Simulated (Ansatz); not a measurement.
```
Na3P
1.0
    4.92473     0.00000     0.00000
   -2.46236     4.26494     0.00000
    0.00000     0.00000     8.77067
Na P
6 2
Direct
  0.00000   0.00000   0.25000
  0.00000   0.00000   0.75000
  0.33333   0.66667   0.57964
  0.66667   0.33333   0.42036
  0.66667   0.33333   0.07964
  0.33333   0.66667   0.92036
  0.33333   0.66667   0.25000
  0.66667   0.33333   0.75000
```

All values below come from PBEsol, rigid bands (plane waves, PAW, scalar-relativistic; Ansatz, a first-principles code). Cell: cell and atoms relaxed with PBEsol.

Task: Predict the electron conductivity mass (n e² τ/σ) at 300 K, by direction if it differs.

Result: 0.094 (x), 0.094 (y), 0.103 (z) mₑ.

Task: Predict the hole conductivity mass (n e² τ/σ) at 300 K, by direction if it differs.

Result: 1.54 (x), 1.54 (y), 5.8 (z) mₑ.

Task: And the band gap?

Result: 0.44 eV at this level; semilocal functionals usually fall short of the measured gap.

Rigid bands, one relaxation time for all states, no polarons. Spin-orbit coupling is left out; where it splits the top of the valence band it changes the hole mass and lowers the gap by about a third of the splitting.

Formula and space group known from diffraction (Crystallography Open Database), not checked to be the room-temperature form: Na3P (P6_3/mmc).
